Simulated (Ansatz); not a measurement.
Amorphous Si$_{18}$B$_{8}$C$_{12}$N$_{26}$, 64 atoms at 2.20 g/cm³, one PBE-relaxed geometry, zone centre. Methods: PBE, scalar-relativistic without spin-orbit coupling (Ansatz, a program for electronic structure); r2SCAN, scalar-relativistic without spin-orbit coupling (Ansatz); HSE06, scalar-relativistic without spin-orbit coupling (Ansatz). Plane waves to 420 eV (r2SCAN 500 eV); exact exchange is cut at the cell's faces. The higher rungs were started with moments on some atoms, which died out.

A CHGNet melt-quench gave the starting glass, which DFT then relaxed. N atoms were pushed apart under 1.9 Å during the dynamics, to hinder bonds among them. The hot cell started wider than the set density and was brought back towards it in steps. It is the lowest in DFT energy of 2 quenches. It is a model cell: composition and starting density were chosen by hand, and all elements were melted together. No dispersion term was used. Its density started from a set value of 2.20 and ended at 2.20 g/cm³. The simulated quench (nominally 760 K/ps over its main leg) is rapid and tends to freeze in more defects than a deposited or slowly cooled glass has. A cell of this size samples the disorder only roughly. The volume was held where the preparation left it, at a PBE pressure of -2.0 GPa (tension). Stress components on the final sampling reach 3.9 GPa. On a 2×2×2 Γ-centred mesh force components of up to 0.22 eV/Å stay, since the relaxation ran on the zone centre alone.

The relaxation ran on the zone centre alone. At PBE the gap is 0.65 eV on a 2×2×2 Γ-centred mesh, and the spacing at the zone centre alone 0.77 eV.

**Question.** What zone-centre spacing does r2SCAN give, roughly?

**Answer.** 0.87 eV (+0.10 eV against PBE).

**Question.** What zone-centre spacing does HSE06 give, roughly?

**Answer.** 1.38 eV (+0.61 eV against PBE).

The highest filled and the lowest empty state spread over these numbers of atoms (participation numbers): PBE: 18.6 and 17.6; r2SCAN: 18.5 and 17.1; HSE06: 21.2 and 15.6.
